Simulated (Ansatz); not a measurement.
**Au: response to strain**

Base system: Au in the fcc (Cu type) structure (space group Fm-3m, No. 225; a = 4.048 Å; relaxed with 0.1 eV smearing). Axes: x, y, z lie along the cube axes.

Strains are applied to the cell and any free atomic positions relax; under biaxial strain the out-of-plane vector relaxes too.

The values are results of Ansatz (an electronic-structure program) LDA, without spin-orbit coupling, not measurements.

```tsv
biaxial strain, plane normal [001], relaxed out of plane (%)	out-of-plane strain (%)
-3	5.17
-2.5	4.31
-2	?
-1.5	2.57
-1	1.71
-0.5	0.85
0	0.00
```

Problem. Fit ε⊥ = −νε + γε² (strains in %) to the rows shown and predict the withheld row.

Solution. Least squares on the printed values gives ν = 1.70 (the biaxial Poisson response) and γ = 0.007 (largest residual 0.01 %); this predicts 3.44 %, and the run gives 3.44 %, in agreement.

Stability against distortions was not tested.
